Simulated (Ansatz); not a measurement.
Data:

```xyz
1
Lattice="0.0000 1.9309 1.9309 1.9309 0.0000 1.9309 1.9309 1.9309 0.0000" Properties=species:S:1:pos:R:3 pbc="T T T"
Al     0.0000     0.0000     0.0000
```

No spin polarisation.

Calculations: r2SCAN (Ansatz, a first-principles code, PAW, scalar-relativistic without spin-orbit coupling). Γ-centred 20×20×20 mesh, Fermi–Dirac width 0.05 eV.

Task: Predict the space group, band gap and pressure.

Result: The space group is Fm-3m (No. 225) and the band gap is zero. The pressure is 11.5 GPa.

The cells carry an imposed strain or load. Whether these cells are dynamically stable was not tested. The cell was made from Al in the fcc (Cu type) structure (space group Fm-3m, No. 225) by this change: isotropic strain −3.26 %.
